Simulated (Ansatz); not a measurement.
## Carrier properties of monolayer As

Input:

```yaml
crystal:
  lattice:
    - [3.60509, 0.00000, 0.00000]
    - [-1.80254, 3.18454, 0.00000]
    - [0.00000, 0.00000, 17.27314]
  atoms:
    - { symbol: As, position: [0.66607, 0.33213, 0.53998] }
    - { symbol: As, position: [0.33393, 0.66787, 0.46002] }
```

Computed with PBE, rigid bands (plane waves, PAW, scalar-relativistic; Ansatz, a first-principles code). Condition of this run: uniaxial strain yy +2 %, other axes clamped. How the cell was made: cell and atoms relaxed with PBE, then loaded as said.

| Quantity | Result |
|---|---|
| band gap | 1.58 eV |
| electron conductivity mass (300 K, dilute) | 0.34 (x), 0.189 (y) mₑ |
| effective density of states N_c (300 K) | 1.2e13 cm⁻² |
| Seebeck coefficient, n-type 1.7e12 cm⁻², 300 K | -344 μV/K |

Rigid bands; masses and Seebeck coefficients take one relaxation time τ for all states and one kind of carrier; polarons and phonon drag are left out. Spin-orbit coupling is left out.
